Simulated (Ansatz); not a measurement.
**Ge (Fd-3m, No. 227, 34 atoms in the cell; start mp-1198022): properties by level of theory**

```csv
level (code),lattice parameter a (Å),cohesive energy (eV/atom)
LDA (Ansatz),15.101,4.54
PBE (Ansatz),15.463,3.71
r²SCAN+rVV10 (Ansatz),15.202,3.99
```

Caveats: the relaxation could not lower the start's symmetry, so the cell can be a saddle point above a distorted one (LDA, PBE, r²SCAN+rVV10). Ansatz's density-functional and Hartree–Fock values are scalar-relativistic unless marked +SOC, with PAW data made under PBE.

Free atoms are spin-polarised, in the lowest state found; at levels without +SOC their spin–orbit coupling is left out.

A start named mp-… is a Materials Project structure, which need not be a measured phase.

Ansatz is an electronic-structure program.
